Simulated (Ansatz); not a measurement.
**A computed series for NaF: pressure series**

The reference is NaF in the rock salt structure (space group Fm-3m, No. 225).

```
CELL_PARAMETERS angstrom
      0.00000     2.35078     2.35078
      2.35078     0.00000     2.35078
      2.35078     2.35078     0.00000
ATOMIC_POSITIONS crystal
  F  0.00000 0.00000 0.00000
  Na 0.50000 0.50000 0.50000
```

Cell and atoms are relaxed at each pressure.

Calculations: PBE (Ansatz, an electronic-structure program), scalar-relativistic without spin-orbit coupling.

Candidates:
(a) pressure 2.1 GPa
(b) pressure −1 GPa
(c) pressure 0.9 GPa

Base values:

```
Quantity    Value
--------  -------
Band gap  6.09 eV
```

Q: Order them by band gap, lowest first.

A: (b) pressure −1 GPa (5.97 eV), (c) pressure 0.9 GPa (6.19 eV), (a) pressure 2.1 GPa (6.31 eV)

Load acts through the strain it causes; cell and atoms are relaxed under it. No phonon test of stability was made.
